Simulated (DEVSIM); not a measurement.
System: abrupt GaAs n-p junction, at 300 K.

Layer 1 from the left is GaAs, thickness (μm) 0.680, Nd (cm⁻³) 2.2e16, τn (s) 8.7e-9, τp (s) 8.7e-9. Layer 2 from the left is GaAs, thickness (μm) 44.0, Na (cm⁻³) 6.5e14, τn (s) 8.7e-9, τp (s) 8.7e-9.

Left contact: ohmic. Right contact: ohmic. Voltage is applied to the left contact. Recombination: SRH at mid-gap, radiative. Mobility is constant in doping.

This is a model device: material constants are rounded textbook-type values typed into the input, and sizes, dopings and lifetimes were drawn at random. Values at 300 K.

GaAs: gap (eV) 1.424, affinity (eV) 4.07, permittivity 12.9, Nc (cm⁻³) 4.7e17, Nv (cm⁻³) 9e18, μn (cm²/Vs) 8500, μp (cm²/Vs) 400, B (cm³/s) 2e-10.

Estimate by hand the built-in potential, the peak field at zero bias, the capacitance at 1.5 V, and compare with a numerical solution.


- Built-in potential: ni = √(Nc Nv) exp(−Eg/2kT) = 2250000 cm⁻³ with Eg = 1.424 eV; Vbi = kT/q ln(Na Nd/ni²) = 1.098 V; numerical 1.098 V.
- Peak field at zero bias: depletion approximation: W = √(2εVbi/(qN)) = 1.57 μm with N = 6.31e14 cm⁻³; field = 2Vbi/W = 13900 V/cm; numerical 14300 V/cm (estimate below by 2.3 %).
- Capacitance at 1.5 V: C = √(qεN / 2(Vbi + |V|)) = 4.72 nF/cm²; numerical 4.76 nF/cm² (estimate below by 1.0 %).

Simulated with DEVSIM: 1D drift-diffusion, Boltzmann statistics, complete ionisation; no tunnelling, impact ionisation, image-force lowering or self-heating.
